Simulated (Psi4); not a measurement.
Psi4 1.11, BP86/def2-svpd: Mo(S)2(F)(Cl) ([F][Mo](=[S])(=[S])[Cl]), 5 atoms. The geometry is a generated start, not checked to be a minimum at this level.

```
Quantity                                             Result
--------------------------  -------------------------------
task                                                 energy
method                                                 bp86
basis                                             def2-svpd
memory                                                 3 GB
maxiter                                                 100
keys of the molecule block                      symmetry c1
scf_type                                       df (default)
guess                        auto, which took SAD (default)
scf_initial_accelerator                     adiis (default)
e_convergence                               1e-06 (default)
d_convergence                               1e-06 (default)
dft_radial_points                              75 (default)
dft_spherical_points                          302 (default)
effective core potentials   those of the basis set, past Kr
basis functions                                         138
grid points                                          108494
```

```xyz
5

Mo    -0.0921    -0.0347    -0.0232
S      1.3254     0.3741    -1.5848
S      1.0505    -0.6172     1.6998
F     -1.0736    -1.4566    -0.5210
Cl    -1.2103     1.7344     0.4292
```

Charge 0 and multiplicity 1 are set for this test and not shown to be the ground state.

One run each on 2 threads. Values of diis_max_vecs tried: 3, 6, 10 (default), 20.

Q: How does the count of SCF iterations change with diis_max_vecs, and where is it least?

A: Fewest SCF iterations, within one of each other: 6 with 14, 10 (default) with 13, 20 with 13. The run ends without SCF convergence in 100 iterations at 3.

| diis_max_vecs | SCF iterations | end |
|---|---|---|
| 3 | 100 | no convergence |
| 6 | 14 | same solution |
| 10 (default) | 13 | same solution |
| 20 | 13 | same solution |
